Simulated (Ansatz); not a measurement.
The parent structure is Bi$_{2}$Se$_{3}$ in the Bi2Te3 type structure (space group R-3m, No. 166).

```yaml
crystal:
  lattice:
    - [2.04075, 1.17823, 9.22135]
    - [-2.04075, 1.17823, 9.22135]
    - [0.00000, -2.35646, 9.22135]
  atoms:
    - { symbol: Bi, position: [0.40186, 0.40186, 0.40186] }
    - { symbol: Bi, position: [0.59814, 0.59814, 0.59814] }
    - { symbol: Se, position: [0.00000, 0.00000, 0.00000] }
    - { symbol: Se, position: [0.20781, 0.20781, 0.20781] }
    - { symbol: Se, position: [0.79219, 0.79219, 0.79219] }
```

Levels (all Ansatz, a program for electronic structure, PAW, earlier PAW set): PBEsol-D3(BJ) (420 eV, scalar-relativistic without spin-orbit coupling); r2SCAN (500 eV, scalar-relativistic without spin-orbit coupling).

The geometry is relaxed with PBEsol-D3(BJ).

PBEsol-D3(BJ) band gap: zero

**Question.** Predict the band gap from r2SCAN.

**Answer.** The band gap becomes 0.30 eV (PBEsol-D3(BJ): zero).

Single points use the geometry relaxed with PBEsol-D3(BJ). Spin-orbit coupling, missing from the scalar runs, can matter with Bi. Stability against distortions was not tested. The final runs are not spin-polarised. Gaps under 0.05 eV, about the width of the smearing, are given as zero. A zero or small gap of Bi2Se3 can be the functional's error rather than a property of the material.
